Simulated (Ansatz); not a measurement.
# Effect of isotropic strain +5.97 % on TiC

The parent structure is TiC in the rock salt structure (space group Fm-3m, No. 225; a = 4.3327 Å; relaxed with 0.1 eV smearing).

Perturbation: an isotropic linear strain of +5.97 %; the atoms relax in the strained cell.

The values are results of plane-wave PAW DFT at the PBE level (Ansatz, a quantum-chemistry and plane-wave program, 420 eV), scalar-relativistic without spin-orbit coupling, earlier PAW set, not measurements. Γ-centred 23×23×23 mesh, Fermi–Dirac width 0.1 eV.

| quantity | base | changed | shift |
|---|---|---|---|
| volume per atom | 10.17 Å³ | 12.10 Å³ | +1.93 Å³ |
| space group | Fm-3m (No. 225) | Fm-3m (No. 225) | – |
| shortest interatomic distance | 2.166 Å | 2.296 Å | +0.1293 Å |
| energy relative to the base (free energy F) | 0 meV/atom | +0.213 eV/atom | +0.213 eV/atom |
| pressure | 0.0 GPa | -30.5 GPa | -30.5 GPa |
| band gap | zero | zero | – |

Final structure:

```yaml
crystal:
  lattice:
    - [0.00000, 2.29569, 2.29569]
    - [2.29569, 0.00000, 2.29569]
    - [2.29569, 2.29569, 0.00000]
  atoms:
    - { symbol: C, position: [0.00000, 0.00000, 0.00000] }
    - { symbol: Ti, position: [0.50000, 0.50000, 0.50000] }
```

No phonon test of stability was made. The final runs are not spin-polarised.
